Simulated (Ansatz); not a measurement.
An Ansatz (a program for electronic structure) run: KTaO3; PBE/PAW in Ansatz, no SOC.

Input:

Ansatz 0.2 input:
```yaml
crystal:
  lattice:
    - [4.0243825037, 0, 0]
    - [0, 4.0243825037, 0]
    - [0, 0, 4.0243825037]
  atoms:
    - { symbol: K, position: [0, 0, 0] }
    - { symbol: Ta, position: [0.5, 0.5, 0.5] }
    - { symbol: O, position: [0, 0.5, 0.5] }
    - { symbol: O, position: [0.5, 0.5, 0] }
    - { symbol: O, position: [0.5, 0, 0.5] }
basis: { ecutwfc: 420, ecutrho_ratio: 4, xc_grid: 2, fft_grid_basis: typed }
kpoints: { mp_grid: { grid: [8, 8, 8] } }
hamiltonian:
  xc: pbe
  dispersion: none
  pseudopotentials: { kind: paw }
scf: { occupations: { method: fermi_dirac, width: 0.05 }, convergence: { dr2_threshold: 0.0000000005 } }
output: { forces: true, stress: true }
```

Output (explanatory and most iteration lines left out):

```
Pseudopotential: K, paw, valence charge 9
Pseudopotential: Ta, paw, valence charge 13
Pseudopotential: O, paw, valence charge 6
Crystal: 5 atoms, lattice volume = 65.178 Å³
Basis set: ecut = 420 eV, 1309 PW (Γ), exchange–correlation on 54×54×54 points (8 copies of the dense FFT grid, shifted against one another)
Bands: 25, of which v1, the nominal top of the filled ones, is band 20 counted from 1 (19 counted from 0)
Symmetry: 48 space group operations
Space group: Pm-3m (ITA 221), of the structure as read, at distance tolerance 4.0e-5 Å
k-points: 35 of 512
Functional: x = pbe(κ = 0.804, μ = 0.2195149727645171), c = pbe(β = 0.06672455060314922)
SCF iter   1: F=—  HF=-13178.228089 eV  |F-HF|=—  |Δ(HF+E_count)|=         —  Δρ=1.04e-3  dr2=2.43e-4  ethr=1.77e-3  ⟨swp⟩=6.1  Hψ=4320  notcnv=0
SCF iter   2: F=—  HF=-13178.228572 eV  |F-HF|=—  |Δ(HF+E_count)|=   4.83e-4  Δρ=5.25e-4  dr2=6.26e-5  ethr=6.08e-7  ⟨swp⟩=2.0  Hψ=1858  notcnv=0
SCF 1 converged in 7 iterations: F = -13178.229912 eV  dr2 = 2.06e-11
SCF converged after 7 iterations
Free energy (F): -13178.229912 eV
Internal energy: -13178.229912 eV  (E = F + TS)
E sigma→0 (E₀):  -13178.229912 eV
Fermi energy:    9.527095 eV
--- Forces (eV/Å), atoms counted from 1 ---
  atom   1  K     -0.00000000    -0.00000000    -0.00000000
  atom   2  Ta     0.00000000    -0.00000000     0.00000000
  atom   3  O      0.00000000    -0.00000000    -0.00000000
  atom   4  O      0.00000000     0.00000000    -0.00000000
  atom   5  O      0.00000000    -0.00000000     0.00000000
--- Stress (GPa, compression-positive) ---
        0.004229       0.000000       0.000000
        0.000000       0.004229      -0.000000
        0.000000      -0.000000       0.004229
  P = ⅓ Tr σ = 0.0042 GPa (0.042 kbar)
```

With Ta present, leaving out spin-orbit coupling can change the band edges. Stability against distortions was not tested. The cell is KTaO₃ in the cubic perovskite structure (space group Pm-3m, No. 221).
